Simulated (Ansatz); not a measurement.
## A short convergence ladder for Nb2PC (P6_3/mmc, 8 atoms in the cell)

```
Nb2PC
1.0
    3.33028     0.00000     0.00000
   -1.66514     2.88411     0.00000
    0.00000     0.00000    11.62014
Nb P C
4 2 2
Direct
  0.33333   0.66667   0.40003
  0.66667   0.33333   0.59997
  0.66667   0.33333   0.90003
  0.33333   0.66667   0.09997
  0.66667   0.33333   0.25000
  0.33333   0.66667   0.75000
  0.00000   0.00000   0.50000
  0.00000   0.00000   0.00000
```

Base method: LDA (PW92), default PAW files made with PBE (plane waves; Ansatz, a first-principles code).

Base settings: basis.ecutwfc = 30.9 Ry; kpoints.mp_grid.grid = 11 11 3; hamiltonian.xc = lda; hamiltonian.pseudopotentials = {kind: paw} (the program's default PAW files); scf.occupations.method = gaussian; scf.occupations.width = 0.0073 Ry.

Core times come from one kind of shared machine, to one figure; runs under 30 s give none.

**Zone-centre phonons against the cutoff**

In this ladder: phonons.method = dfpt.

The mesh stays at the base's, so the ladder's end is converged at best in this setting alone.

Frequencies are those of the unrelaxed cell, without the LO-TO term of polar crystals.

Only quantities that move along the ladder and can be compared are tabulated.

| basis.ecutwfc | highest zone-centre frequency (cm⁻¹) | lowest optical frequency (cm⁻¹) | core time / last (rough) |
|---|---|---|---|
| 15.4 Ry | 539.1 | 109.9 | 0.2 |
| 21.7 Ry | 570.7 | 117.3 | 0.5 |
| 30.9 Ry | 572.0 | 117.0 | 0.7 |
| 37.1 Ry | 571.9 | 117.0 | 1 |

Coarsest basis.ecutwfc that holds the lowest optical frequency within 1 cm⁻¹ of the last step, with all finer ones: 21.7 Ry; the step before is off by 7.1 cm⁻¹.

Coarsest basis.ecutwfc that holds the highest zone-centre frequency within 5 cm⁻¹ of the last step, with all finer ones: 21.7 Ry; the step before is off by 33 cm⁻¹.

On the base run: the starting cell comes from a database of computed structures (which also holds hypothetical and non-ambient phases and stackings), without a prior relaxation at this level. Its lattice was rescaled by up to half a per cent. Spin polarisation is off. In the base run, with a pressure of about -14 GPa the cell is away from its equilibrium volume at this level.

Keys are those of Ansatz 0.2.
